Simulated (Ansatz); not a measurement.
**Defect calculation: N_C in 6H silicon carbide**

Level of theory: PBE, PAW (plane waves to 420 eV; Ansatz, a first-principles code). The supercell holds 144 host sites (3×2×1 repeats of a cell of 24 atoms), with a 2×2×1 shifted k-point sampling for the final energies. Site at the start: the C(h) site. Energies of charged states are corrected for periodic images (point charge plus alignment at distant sites). Dielectric constants: PBE linear response of the host. Host gap at this level: 2.01 eV. Finite-size and sampling errors can reach tenths of an eV here. Levels are measured in PBE's own, too narrow, gap. Spin–orbit coupling is left out. Each state is the lowest found from its start.

Formation energies E_f are given with the Fermi level at the valence-band maximum. Chemical conditions: C-rich (Δμ(C) = 0.00 eV, Δμ(N) = -1.55 eV, bounded by beta Si3N4; only phases computed here count, gases as isolated molecules at 0 K); Si-rich (Δμ(C) = -0.41 eV, Δμ(N) = -1.86 eV, bounded by beta Si3N4; only phases computed here count, gases as isolated molecules at 0 K). Reference phases: C: graphite, N: N2 molecule in a box.

Charges with a result: +1, 0, −1. Others weren't obtained, and one of them could lie lower, also by skipping a charge.

```json
[
 {"charge": "+1", "moment (μB)": "not spin-polarised", "largest move off a lattice site (Å)": "0.03", "image correction with alignment (eV)": "0.15", "E_f, C-rich (eV)": "-0.54", "E_f, Si-rich (eV)": "-0.64"},
 {"charge": "0*", "moment (μB)": "fractional", "largest move off a lattice site (Å)": "0.04", "image correction with alignment (eV)": "–", "E_f, C-rich (eV)": "–", "E_f, Si-rich (eV)": "–"},
 {"charge": "−1*", "moment (μB)": "not spin-polarised", "largest move off a lattice site (Å)": "0.06", "image correction with alignment (eV)": "–", "E_f, C-rich (eV)": "–", "E_f, Si-rich (eV)": "–"}
]
```

* At this level the carrier isn't localised at the defect: at charge 0 electrons occupy the conduction band; at charge −1 electrons occupy the conduction band. Such a state is shallow or no state of the defect, and this cell gives it no level.

No other site or start that was run ended lower by more than 0.1 eV.

Flagged in the runs: a doubtful potential alignment, a host whose relaxation on this sampling wasn't shown to rest, a strain field that reaches the edge of the cell.
